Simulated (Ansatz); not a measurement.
Base system: Cs2AgBiBr6 (space group Fm-3m, No. 225; a = 10.996 Å). Axes: x, y, z lie along the cube axes.

Method: LDA (Ansatz, a program for electronic structure; PAW; 420 eV plane waves; scalar-relativistic without spin-orbit coupling).

Base values:

| Item | Result |
|---|---|
| Electron mass | 0.36 mₑ along k, 0.24 mₑ across (at L) |
| Hole mass | 0.15 mₑ along k, 0.62 mₑ across (at X) |

Perturbation: tensor shear ε_xy = +0.40 % (engineering shear γ = 0.0080); the atoms relax in the strained cell.

**Question.** What happens to the electron mass, stress, hole mass and energy relative to the base?

**Answer.** The electron mass becomes 0.37 mₑ along k, 0.24 mₑ across (at L) (base: 0.36 mₑ along k, 0.24 mₑ across (at L)); the stress (xx, yy, zz, yz, xz, xy; compression positive) comes out as (-0.01, -0.01, -0.01, 0.00, 0.00, -0.07) GPa; the hole mass stays 0.15 mₑ along k, 0.62 mₑ across (at X); the energy hardly moves.

Spin-orbit coupling, missing from the scalar runs, can matter with Bi. The levels and masses belong to the bands next to the band gap. Effective masses come from finite differences of ±0.01 Å⁻¹. Along k means along the line from Γ to the band edge. No phonon test of stability was made.
